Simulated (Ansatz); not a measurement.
Lattice parameter c of SnCl (P6₃mc, No. 186, 4 atoms in the cell; start mp-978928) at several levels of theory

No measured value is used here.

```json
[
 {"level (code)": "LDA (Ansatz)", "value (Å)": "9.805"},
 {"level (code)": "PBE (Ansatz)", "value (Å)": "10.202"},
 {"level (code)": "PBEsol (Ansatz)", "value (Å)": "…"},
 {"level (code)": "PBE-D3(BJ) (Ansatz)", "value (Å)": "10.008"},
 {"level (code)": "r²SCAN (Ansatz)", "value (Å)": "…"},
 {"level (code)": "r²SCAN+rVV10 (Ansatz)", "value (Å)": "10.227"}
]
```

**Question.** Fill in the missing entries.

**Answer.** 
- PBEsol (Ansatz, an electronic-structure program), value (Å): 9.904
- r²SCAN (Ansatz), value (Å): 10.406

LDA, PBE, PBEsol, PBE-D3(BJ), r²SCAN, r²SCAN+rVV10: the relaxation could not lower the start's symmetry, so the cell can be a saddle point above a distorted one. PBE-D3(BJ): a distance lies near a switch of the dispersion term, which can move the cell. Cutoffs differ between the levels. Ansatz's density-functional and Hartree–Fock values are scalar-relativistic unless marked +SOC, with PAW data made under PBE.

A start named mp-… is a Materials Project structure, which need not be a measured phase.
